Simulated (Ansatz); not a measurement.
# A computed series for CdSe: pressure series

Start from CdSe in the zinc blende structure (space group F-43m, No. 216; a = 6.196 Å).

Cell and atoms are relaxed at each pressure.

Calculations: PBE in Ansatz (plane waves to 420 eV, PAW, no SOC).

```
P (GPa)  V (Å³/atom)
-------  -----------
-2.01         31.275
-1.01         30.452
0.89          29.174
2.10          28.496
4.50          27.370
8.99          25.756
15.00         24.180
22.48         22.734
30.00         21.622
```

Q: Fit a third-order Birch–Murnaghan equation of state.

A: Least squares on P(V) = (3B₀/2)[(V₀/V)^(7/3) − (V₀/V)^(5/3)]·[1 + (3/4)(B₀′ − 4)((V₀/V)^(2/3) − 1)] gives V₀ = 29.73 Å³/atom, B₀ = 45 GPa and B₀′ = 4.6.

Between the base and pressure 4.5 GPa the gap moves from 0.49 eV to 0.66 eV, a mean slope of 38 meV/GPa.

Load acts through the strain it causes; cell and atoms are relaxed under it. Stability against distortions was not tested. Tetrahedral semiconductors of this kind turn to denser phases somewhere between about 1 and 50 GPa; those were not computed, so compressed cells here can lie past the real transition.

Ansatz is a quantum-chemistry and plane-wave program.
